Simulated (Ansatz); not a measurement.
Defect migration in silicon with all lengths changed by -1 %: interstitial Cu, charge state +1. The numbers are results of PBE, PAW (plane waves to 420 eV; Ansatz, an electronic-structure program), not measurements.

Cell of 64 host sites held at the strained lattice (strain from the relaxed PBE one, atoms relaxed); a 2×2×2 k-point mesh shifted by half a step; Fermi-Dirac width 0.01 eV, spin-restricted; finite-size errors left in. Energies are static. The charge state is imposed; whether it is stable for some Fermi level was not computed. Sites that were not tried may lie lower.

Barriers: single points on a 3×3×3 k-point mesh shifted by half a step at the bands' geometries.

The step: one Cu atom jumps by itself. Atoms about the jump, Cartesian Å from the middle of the jump, before and after:

```csv
atom,x0,y0,z0,x1,y1,z1
Cu1,-0.68,0.68,0.68,0.68,-0.68,-0.68
Si2,0.73,2.07,-0.73,0.68,2.05,-0.68
Si3,2.05,0.68,0.67,2.08,0.72,0.72
Si4,-0.67,0.68,-2.05,-0.72,0.72,-2.08
Si5,-0.67,-2.05,0.67,-0.72,-2.08,0.72
Si6,0.73,-0.72,2.07,0.68,-0.68,2.04
Si7,-2.07,-0.72,-0.73,-2.04,-0.68,-0.68
```

Question: Predict the transition state.

Answer: 
```tsv
atom	x	y	z
Cu1	0.00	0.00	0.00
Si2	0.72	2.12	-0.72
Si3	2.13	0.71	0.71
Si4	-0.71	0.71	-2.12
Si5	-0.71	-2.13	0.71
Si6	0.72	-0.72	2.12
Si7	-2.12	-0.72	-0.72
```
It lies 0.17 eV above the start and 0.17 eV above the end. The saddle point's order was not checked, and it lies on a symmetry element of the cell, where a band can be held.
